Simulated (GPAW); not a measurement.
Input and output of a self-consistent single point for NbC (Fm-3m, 2 atoms in the cell) (GPAW).

Computed with PBEsol, GPAW PAW datasets PBEsol (made by gpaw-setup) (plane waves; GPAW).

```
NbC
1.0
    0.00000     2.23500     2.23500
    2.23500     0.00000     2.23500
    2.23500     2.23500     0.00000
Nb C
1 1
Direct
  0.00000   0.00000   0.00000
  0.50000   0.50000   0.50000
```

Reference input (self-consistent single point, DFT PBE, plane waves, GPAW PAW datasets PBE (gpaw-data 1.0.1)): mode = pw; ecut = 900 eV; xc = PBE; kpts = 17 17 17; mesh shift (steps) = 0 0 0; occupations.name = fermi-dirac; occupations.width = 0.05 eV; nbands = -8; convergence.density = 1e-05 e/electron; symmetry.symmorphic = false; symmetry.tolerance = 0.0005; maxiter = 120. This run's input differs from it in these lines:

```diff
@@ -13,3 +13,3 @@
 calc = GPAW(mode={'name': 'pw', 'ecut': 900},
-            xc='PBE',
+            xc='PBEsol',
             kpts=(17, 17, 17),
```

Its files differ too (potentials: GPAW PAW datasets PBEsol (made by gpaw-setup)).

Log, with long lists cut:

```
     iter     time        total  log10-change:
                         energy   eigst   dens
iter:   1 --:--:--   -25.743548
iter:   2 --:--:--   -24.650815   -1.42  -0.84
iter:   3 --:--:--   -22.070089   -0.84  -0.90
iter:   4 --:--:--   -22.202969   -2.38  -1.39
iter:   5 --:--:--   -22.083291   -1.44  -1.33
iter:   6 --:--:--   -22.032409   -2.97  -1.77
iter:   7 --:--:--   -22.023913   -2.98  -2.35
iter:   8 --:--:--   -22.023168   -4.29  -2.53
iter:   9 --:--:--   -22.023152c  -5.98  -3.49
iter:  10 --:--:--   -22.023150c  -6.11  -3.56
iter:  11 --:--:--   -22.023146c  -6.66  -3.81
iter:  12 --:--:--   -22.023146c  -8.02c -4.61
iter:  13 --:--:--   -22.023146c -10.17c -4.96
iter:  14 --:--:--   -22.023146c  -9.12c -4.98
iter:  15 --:--:--   -22.023146c  -9.74c -5.49c
Converged after 15 iterations.

Dipole moment: (-0.000000, 0.000000, -0.000000) |e|*Ang

Energy contributions relative to reference atoms: (reference = -104871.573963)

Kinetic:         +6.557106
Potential:      -12.359848
External:        +0.000000
XC:             -16.090640
Entropy (-ST):   -0.005397
Local:           -0.127065
SIC:             +0.000000
--------------------------
Free energy:    -22.025844
Extrapolated:   -22.023146

Showing only first 2 kpts
 Kpt  Band  Eigenvalues  Occupancy
  0     6     11.83768    2.00000
  0     7     11.83768    2.00000
  0     8     12.97004    1.97710
  0     9     12.97004    1.97710

  1     6     11.59779    2.00000
  1     7     11.59779    2.00000
  1     8     11.69602    2.00000
  1     9     13.36916    0.05726

Fermi level: 13.19294

No gap
No difference between direct/indirect transitions
Energy (eV): -22.023146

Forces in eV/Ang:
  0 Nb   -0.00000    0.00000    0.00000
  1 C    -0.00000    0.00000   -0.00000

Stress tensor:
     0.035798     0.000000     0.000000
     0.000000     0.035798     0.000000
     0.000000     0.000000     0.035798
Stress (GPa, Voigt): [5.7355 5.7355 5.7355 0.     0.     0.    ]
```

The run converged in 15 iterations. GPAW prints stress with tension positive. 

At such cutoffs GPAW's stress carries a finite-basis (Pulay) error, which enters relaxed cells too; its log prints stress with tension positive.

The starting cell has typed, rounded lattice constants, without a prior relaxation at this level. Spin polarisation is off.

Cost on one core of a shared machine: roughly 50 s.
